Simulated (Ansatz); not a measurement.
For InGaZnO4 (model structure, started from the InGaZnO4 type, R3m, No. 160, 7 atoms in the cell), PBE (Ansatz, an electronic-structure program, plane waves, PAW) gives:

```
Property               Result
-------------------  --------
lattice constant a    3.356 Å
lattice parameter c  26.107 Å
```

**Question.** What does PBE-D3(BJ) (plane waves, PAW; Ansatz) give for the same quantities?

**Answer.** 
- lattice constant a: 3.335 Å (falls by 0.6 %)
- lattice parameter c: 25.954 Å (shrinks by 0.6 %)

Changes are worked out from the printed values.

Unless a cell is named, each level is at its own relaxed cell (PBE 12.13, PBE-D3(BJ) 11.91 Å³/atom).

Ansatz's density-functional and Hartree–Fock values are scalar-relativistic unless marked +SOC, with PAW data made under PBE.

A model structure was made by putting elements into a prototype or built by hand; it is no filed structure, need not be a known phase, and can be a saddle point held by its symmetry.
